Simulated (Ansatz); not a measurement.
MgTe (P6₃/mmc, No. 194, 4 atoms in the cell; start mp-1017510; a measured phase of this formula has another space group), treated with LDA (Ansatz, a first-principles code, plane waves, PAW).

Run with plane-wave cutoff 520 eV, 12×12×6 k mesh (along the axes of the cell as run), Fermi–Dirac smearing 0.01 eV, scalar-relativistic PAW data made under PBE.

Cell (relaxed at this level):

```
CELL_PARAMETERS angstrom
      4.13659     0.00000     0.00000
     -2.06830     3.58239     0.00000
      0.00000     0.00000     6.74295
ATOMIC_POSITIONS crystal
  Mg 0.00000 0.00000 0.50000
  Mg 0.00000 0.00000 0.00000
  Te 0.33333 0.66667 0.25000
  Te 0.66667 0.33333 0.75000
```

### Question
Give the computed band gap and smallest direct gap on the k points sampled.

### Answer

* **band gap**: 0.77 eV
* **smallest direct gap on the k points sampled**: 2.03 eV

Spin–orbit coupling is not included; with these elements it can move the gap by several tenths of an eV or more.

Static lattice: no zero-point or thermal effects.

A start named mp-… is a Materials Project structure, which need not be a measured phase.
